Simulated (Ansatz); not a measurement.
The starting structures come from a database of crystals and need not be the phases stable at ambient conditions.

By PBEsol, the system below comes out a metal.

Here is the system:

```xyz
4
Lattice="3.9140 0.0000 0.0000 -1.9570 4.8544 0.0000 0.0000 0.0000 3.5941" Properties=species:S:1:pos:R:3 pbc="T T T"
Sc     0.0000     1.3516     0.8985
Sc     1.9570     3.5029     2.6956
Si     0.0000     4.0723     0.8985
Si     1.9570     0.7821     2.6956
```

Space group of this cell: Cmcm. The cell is strained (all lengths scaled by 0.98); by PBEsol its mean pressure is 3.9 GPa.

The current flows along the normal of the first two printed cell vectors. No spin-orbit coupling; the value is a mean over 0.1 eV about the Fermi level.

Task: State the ballistic conductance per area according to Ansatz (a program for electronic structure) with PBEsol.

Result: 0.86 × 10¹⁵ S/m² for both spins.
